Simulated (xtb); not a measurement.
xtb 6.7.1, GFN1-xTB: Mo(NH)(F)3(NMe2) (C[N](C)[Mo](=[NH])([F])([F])[F]), 15 atoms. The geometry is a generated start, not checked to be a minimum at this level.

```
Quantity                                                                                                        Value
------------------------  -------------------------------------------------------------------------------------------
method                                                                                                       GFN1-xTB
--acc                                                                                                     1 (default)
--etemp (K)                                                                                             300 (default)
detailed input (--input)  none: ANC optimiser, Lindh (1995) Hessian, microcycle=20, maxdispl=1.0, hlow=0.01 (default)
basis functions                                                                                                    52
valence electrons                                                                                                  52
```

```xyz
15

Mo    -0.7437    -0.8315     0.9177
N     -0.9730    -2.3089     0.0674
H     -1.1685    -3.2216    -0.3197
F      0.7916    -1.1703     1.8632
F     -2.2629     0.0976     0.4648
F     -1.4675    -0.7264     2.5865
N      0.2375     0.2508    -0.2557
C      0.4833     1.5222     0.3940
C      0.7651     0.2142    -1.5971
H      1.5609     1.7405     0.4256
H     -0.0290     2.3376    -0.1384
H      0.1017     1.4814     1.4328
H      0.2830     0.9800    -2.2208
H      1.8473     0.4025    -1.5922
H      0.5743    -0.7681    -2.0282
```

Charge 0 and multiplicity 1 are set for this test and not shown to be the ground state.

The structure is relaxed from this start with --opt LEVEL for the levels crude, sloppy, loose, lax, normal, tight, vtight, extreme, once each. Up to the end of the extreme run atoms move by at most 0.32 Å along an axis.

Problem. What is the loosest level that ends within 1 meV of the extreme run, and how many cycles does it take?

Solution. lax: 11 cycles against 21, ending 0.16 meV above.

```json
[
 {"level": "crude", "cycles": "4", "energy above the extreme run (meV)": "9.8", "gradient norm (eV/Å)": "0.24"},
 {"level": "sloppy", "cycles": "6", "energy above the extreme run (meV)": "4.0", "gradient norm (eV/Å)": "0.11"},
 {"level": "loose", "cycles": "7", "energy above the extreme run (meV)": "2.7", "gradient norm (eV/Å)": "0.098"},
 {"level": "lax", "cycles": "11", "energy above the extreme run (meV)": "0.16", "gradient norm (eV/Å)": "0.058"},
 {"level": "normal", "cycles": "12", "energy above the extreme run (meV)": "0.057", "gradient norm (eV/Å)": "0.029"},
 {"level": "tight", "cycles": "14", "energy above the extreme run (meV)": "0.015", "gradient norm (eV/Å)": "0.0095"},
 {"level": "vtight", "cycles": "17", "energy above the extreme run (meV)": "under 0.01", "gradient norm (eV/Å)": "0.0060"},
 {"level": "extreme", "cycles": "21", "energy above the extreme run (meV)": "—", "gradient norm (eV/Å)": "0.0016"}
]
```
